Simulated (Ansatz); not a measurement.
Base system: Ir in the fcc (Cu type) structure (space group Fm-3m, No. 225; a = 3.8309 Å; relaxed with 0.1 eV smearing). Axes: x, y, z lie along the cube axes.

Computed with DFT with PBEsol, PAW potentials and a 420 eV plane-wave cutoff in Ansatz (a program for electronic structure), no SOC, earlier PAW set.

The change: uniaxial stress, 8 GPa tension along x; all other stress components relax to zero.

### Question
What does the calculation give for the energy relative to the base after the change?

### Answer
The energy goes up by 5.8 meV/atom.

### Question
How does this affect the mean lateral Poisson ratio?

### Answer
The mean lateral Poisson ratio amounts to 0.27.

Load acts through the strain it causes; cell and atoms are relaxed under it. Beyond what the load breaks, stability against distortions was not tested. The final runs are not spin-polarised.
